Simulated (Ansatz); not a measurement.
A zone-centre phonon calculation of In2Se3 (P-1, 5 atoms in the cell) with Ansatz (a quantum-chemistry and plane-wave program).

Level of theory: LDA (PW92), default PAW files made with PBE (plane waves; Ansatz).

```xyz
5
Lattice="3.9635 0.0000 0.0000 1.9801 3.4337 0.0000 0.0164 0.0283 9.8345" Properties=species:S:1:pos:R:3 pbc="T T T"
In     1.9954     1.1703     7.9696
In     3.9646     2.2916     1.8649
Se     0.0000     0.0000     0.0000
Se     1.9827     1.1463     3.1829
Se     3.9773     2.3156     6.6516
```

Reference input (self-consistent single point, DFT, LDA (PW92), plane waves, default PAW files made with PBE): basis.ecutwfc = 420 eV; kpoints.mp_grid.grid = 6 6 2; hamiltonian.xc = lda; hamiltonian.pseudopotentials = {kind: paw} (the program's default PAW files); scf.occupations.method = gaussian; scf.occupations.width = 0.2 eV. This run's input differs from it in these lines:

```diff
@@ -24,6 +24,6 @@
     width: 0.2
-output:
-  forces: true
-  eigenvalues: true
-  stress: true
+  convergence:
+    dr2_threshold: 1.0e-11 eV
+phonons:
+  method: dfpt
```

Output, abridged:

```
SCF iter   1: F=—  HF=-27066.369854 eV  |F-HF|=—  |Δ(HF+E_count)|=         —  Δρ=7.02e-3  dr2=4.47e-2  ethr=1.77e-3  ⟨swp⟩=6.7  Hψ=7204  notcnv=0
all-band conjugate gradients solve this SCF's bands
preconditioner: auto → LDOS
SCF iter   2: F=—  HF=-27066.363343 eV  |F-HF|=—  |Δ(HF+E_count)|=   6.51e-3  Δρ=3.86e-3  dr2=2.32e-2  ethr=6.03e-5  ⟨swp⟩=2.0  Hψ=3003  notcnv=0  defer=3
   [... lines left out ...]
SCF iter   7: F=—  HF=-27066.354599 eV  |F-HF|=—  |Δ(HF+E_count)|=   3.59e-9  Δρ=1.68e-6  dr2=4.49e-9  ethr=7.62e-11  ⟨swp⟩=2.0  Hψ=3195  notcnv=0  defer=3
SCF iter   8: F=—  HF=-27066.354599 eV  |F-HF|=—  |Δ(HF+E_count)|=   2.20e-9  Δρ=3.62e-7  dr2=1.49e-10  ethr=6.07e-12  ⟨swp⟩=2.0  Hψ=3194  notcnv=0  defer=3
SCF iter   9: F=—  HF=-27066.354599 eV  |F-HF|=—  |Δ(HF+E_count)|=  2.55e-11  Δρ=6.25e-8  dr2=9.92e-12  ethr=1.00e-12  ⟨swp⟩=10.8  Hψ=10296  notcnv=0
SCF iter  10: F=-27066.354599 eV  HF=-27066.354599 eV  |F-HF|=7.28e-12  |Δ(HF+E_count)|=  3.64e-12  Δρ=2.33e-8  dr2=5.27e-13  ethr=1.00e-12  ⟨swp⟩=5.0  Hψ=7862  notcnv=0
SCF 1 converged in 10 iterations: F = -27066.354599 eV  dr2 = 5.27e-13
DFPT response loops at Γ: preconditioner auto → Kerker (q_TF=auto, 2.472 Å⁻¹) (partly filled bands, converged f_vac=0.107) …
phonon interpolation: 28 periodic images of 14 blocks of the force constants (a block to an ordered pair of atoms and a translation) lie up to 5.31e-3 Å …
Free energy (F): -27066.354599 eV
Internal energy: -27066.335686 eV  (E = F + TS)
E sigma→0 (E₀):  -27066.345142 eV
Entropy (-TS):   -0.018912 eV (-3.782 meV/atom)
Fermi energy:    7.066927 eV
   [... lines left out ...]
  ASR residual: 1.469e-5 → 0.000e0 eV/Å²; symmetrization residual: 1.716e-6 eV/Å²
  ASR residual per site (eV/Å²): 1.16e-5 1.16e-5 1.47e-5 1.39e-5 1.39e-5
  Γ frequencies (cm⁻¹): -83.13 -83.01 0.00 0.00 0.00 35.25 35.42 79.69 142.66 161.43 161.68 163.83 164.15 181.69 193.38
  non-analytic LO–TO correction: not included (Born effective charges unavailable; polar crystals: no LO–TO splitting at Γ)
```

The run converged in 10 iterations. 

Summary of the result:
* **Free energy E − TS (on the zero of these files)**: -27066.3546 eV
* **Zone-centre frequencies (cm⁻¹; negative means imaginary)**: -83, -83, 0, 0, 0, 35, 35, 80, 143, 161, 162, 164, 164, 182, 193

The starting cell comes from a database of computed structures (which also holds hypothetical and non-ambient phases and stackings), without a prior relaxation at this level. Its lattice was rescaled by up to half a per cent.

Cost on one core of a shared machine: roughly 6 min.

Keys are those of Ansatz 0.2.
